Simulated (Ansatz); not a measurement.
Cell and atoms of amorphous Si₂₄O₅₀Ce:

```
CeO50Si24
1.0
   10.66122     0.10723    -0.39100
    0.10723    10.11076     0.18081
   -0.39100     0.18081    10.51930
Si O Ce
24 50 1
Direct
  0.24305   0.13552   0.94550
  0.95861   0.07769   0.97534
  0.58826   0.89067   0.92670
  0.10746   0.19698   0.49771
  0.60168   0.76803   0.18155
  0.74833   0.51360   0.19598
  0.69599   0.15637   0.85905
  0.20810   0.99242   0.70332
  0.61991   0.72580   0.68989
  0.01357   0.49846   0.22226
  0.63973   0.15183   0.56544
  0.74248   0.29597   0.37344
  0.38056   0.81832   0.54236
  0.33808   0.42678   0.90976
  0.59254   0.94390   0.37916
  0.82133   0.65854   0.64705
  0.35534   0.87265   0.05510
  0.50250   0.19436   0.23307
  0.58351   0.35341   0.01142
  0.00692   0.81579   0.83456
  0.96844   0.18935   0.24495
  0.38579   0.27344   0.44421
  0.00936   0.47605   0.51952
  0.16168   0.64229   0.01987
  0.09054   0.13975   0.93998
  0.51754   0.23126   0.08565
  0.62889   0.04259   0.94126
  0.27904   0.71931   0.48340
  0.36073   0.42272   0.76011
  0.36933   0.22484   0.29635
  0.92011   0.75811   0.71655
  0.12146   0.51756   0.61973
  0.13240   0.87611   0.77479
  0.23542   0.77773   0.05243
  0.45145   0.81023   0.17209
  0.62655   0.29764   0.87814
  0.88128   0.54682   0.56370
  0.62721   0.61051   0.20240
  0.27922   0.08760   0.80611
  0.41747   0.42857   0.45304
  0.66113   0.80960   0.04782
  0.95786   0.08423   0.13072
  0.84339   0.16840   0.90744
  0.71392   0.59970   0.74436
  0.24203   0.54696   0.93510
  0.59944   0.28730   0.31261
  0.43689   0.86714   0.92894
  0.12765   0.56269   0.14903
  0.48866   0.18322   0.53585
  0.30333   0.02791   0.05768
  0.47212   0.88554   0.44625
  0.07461   0.13730   0.35712
  0.94258   0.92988   0.91763
  0.67657   0.11622   0.71266
  0.70831   0.40514   0.09047
  0.70949   0.75614   0.57015
  0.00450   0.33912   0.19565
  0.62815   0.84159   0.79115
  0.32030   0.93089   0.62599
  0.53996   0.04108   0.25937
  0.28754   0.28607   0.96615
  0.03665   0.68877   0.93144
  0.10820   0.07853   0.60626
  0.73149   0.27197   0.52555
  0.67753   0.02531   0.48229
  0.47301   0.46562   0.98459
  0.47118   0.70970   0.64154
  0.24699   0.26440   0.50413
  0.78289   0.44539   0.33836
  0.67069   0.83286   0.30744
  0.00271   0.31277   0.52256
  0.83282   0.19124   0.30754
  0.88298   0.57606   0.16436
  0.04242   0.52233   0.37459
  0.31278   0.52834   0.58541
```

Methods: PBE, scalar-relativistic without spin-orbit coupling (Ansatz, a program for electronic structure); r2SCAN, scalar-relativistic without spin-orbit coupling (Ansatz); HSE06, scalar-relativistic without spin-orbit coupling (Ansatz). Neutral PBE cell, which sets geometry, pressure and energy: sampling: a 2×2×2 Γ-centred mesh; Fermi-Dirac width 0.01 eV; collinear spin, started from moments on atoms; no Hubbard U, moments started parallel, and no other order was tried. Exact exchange is cut at the faces of this 10 Å cell, which leaves hybrid gaps a finite-size error.

A CHGNet melt-quench gave the starting glass, which DFT then relaxed. O atoms were pushed apart under 1.9 Å during the dynamics, to hinder bonds among them. The hot cell started wider than the set density and was brought back towards it in steps. It is the lowest in DFT energy of 3 quenches. It is a model cell: composition and starting density were chosen by hand, and all elements were melted together. No dispersion term was used. Its density started from a set value of 2.37 and ended at 2.37 g/cm³. Cooling (nominally 320 K/ps over its main leg) ran many orders faster than in experiment, which tends to leave more defects and strain. One small periodic cell is one sample of the glass; other quenches scatter about these values. The volume was held where the preparation left it and the shape relaxed.

### Question
Give the pressure, the energy against reference phases and the spacing of the highest filled and lowest empty levels.

### Answer

```yaml
Pressure on a 2×2×2 Γ-centred mesh: 2.27 GPa
Largest force and stress component on that mesh (the relaxation ran on the zone centre alone): 0.02 eV/Å and 2.3 GPa
Energy relative to alpha cristobalite + ceria (lowest mix at this level among the phases computed, not always the ambient ones): 103 meV/atom
Gap between localised states on a 2×2×2 Γ-centred mesh (PBE): 2.36 eV
Gap between localised states at the zone centre (PBE): 2.38 eV
Gap between localised states at the zone centre (r2SCAN): 2.71 eV
Gap between localised states at the zone centre (HSE06): 4.38 eV
Distance between the nearest levels spread over more than a fifth of the atoms or a third of the atoms of their main element (six at least) (PBE, zone centre): 5.58 eV
net_moment: 0.00 μB
```

### Question
At PBE and the zone centre, how localised are the states just below and above the Fermi level (participation number: the atoms over which a state spreads)?

### Answer
The highest filled state is spread over 9.5 atoms' worth, largest on O40, with weights by element (charge in smoothed Voronoi cells) O 0.92, Ce 0.05, Si 0.03. The lowest empty state is spread over 1.1 atoms' worth, largest on Ce75, with weights by element (charge in smoothed Voronoi cells) Ce 0.96, O 0.04, Si 0.00.

At PBE the levels at both edges of the gap are localised (band-tail or defect states), and the nearest spread-out levels lie 5.6 eV apart at the zone centre.

Cut-offs for bonds: Si-Si 2.60 Å, Si-O 1.90 Å, Si-Ce 3.47 Å, O-O 1.58 Å, O-Ce 2.97 Å, Ce-Ce 4.49 Å. Two cations that share two anions don't count as bonded, nor two that share one unless they lie closer than Si-Si 2.38 Å, Si-Ce 3.37 Å, Ce-Ce 4.37 Å.

Added carriers, by Ansatz with PBE, scalar-relativistic without spin-orbit coupling on the zone centre alone. Charged cells keep the cell fixed and stand in a uniform background, with no image correction, at a width of 0.01 eV; where the count is odd the moment is locked at 1 μB, unless the neutral cell bore moments. Each starts from the undistorted neutral geometry alone. PBE's self-interaction favours spread-out carriers, so it can miss traps that a hybrid finds.

### Question
What happens at PBE when the cell takes an extra electron and the atoms relax?

### Answer
Relaxation lowers the charged cell by 0.53 eV. The largest moves are O29 0.17 Å, O28 0.16 Å, O40 0.13 Å, O61 0.13 Å. The level that holds the added charge spreads over 1.1 atoms' worth, most on Ce75 (weight 0.96): a localised (trapped) carrier, which neighbours of that atom can share. Bonds broken: O68-Ce75. Made neutral again at that geometry, the cell lies +0.67 eV from the neutral start.

### Question
What happens at PBE when the cell takes a hole and the atoms relax?

### Answer
Relaxation lowers the charged cell by 0.08 eV. The largest moves are O29 0.25 Å, O45 0.17 Å, Ce75 0.17 Å, O48 0.13 Å. The level that was emptied spreads over 12.8 atoms' worth, most on O29 (weight 0.19): a partly localised carrier. No bond crosses its cut-off with a change of over 0.15 Å (metal-metal contacts aside). Made neutral again at that geometry, the cell lies +0.16 eV from the neutral start.
